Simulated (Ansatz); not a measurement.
# One-dimensional Re body, 11 atoms a period

All values below come from PBE (plane waves to 420 eV, PAW; Ansatz, a first-principles code). Mesh 1×1×8. No spin polarisation, so a magnetic state wasn't tested. It repeats along c; a and b span vacuum. A hypothetical model. Only distortions within the start's symmetry and period were free. Pairing along the axis, which can open a gap, is among the distortions not tried. Values not marked SOC lack spin–orbit coupling. Buckling under compression is shut out by symmetry and the short period.

| Property | Value |
|---|---|
| period along the axis (11 atoms) | 9.406 Å |
| largest distance between nuclei across the axis | 2.53 Å |
| PBE gap | none (under 0.01 eV) |
| work function (PBE) | 4.40 eV |
| axial stiffness dF/dε | 59 nN |

```yaml
crystal:
  lattice:
    - [14.00000, 0.00000, 0.00000]
    - [0.00000, 14.00000, 0.00000]
    - [0.00000, 0.00000, 9.40561]
  atoms:
    - { symbol: Re, position: [0.58927, 0.50000, 0.00000] }
    - { symbol: Re, position: [0.43817, 0.56900, 0.09091] }
    - { symbol: Re, position: [0.48497, 0.40964, 0.18182] }
    - { symbol: Re, position: [0.57478, 0.54938, 0.27272] }
    - { symbol: Re, position: [0.41039, 0.52575, 0.36364] }
    - { symbol: Re, position: [0.53593, 0.41696, 0.45454] }
    - { symbol: Re, position: [0.53593, 0.58304, 0.54546] }
    - { symbol: Re, position: [0.41039, 0.47425, 0.63636] }
    - { symbol: Re, position: [0.57478, 0.45062, 0.72728] }
    - { symbol: Re, position: [0.48497, 0.59036, 0.81818] }
    - { symbol: Re, position: [0.43817, 0.43100, 0.90909] }
```
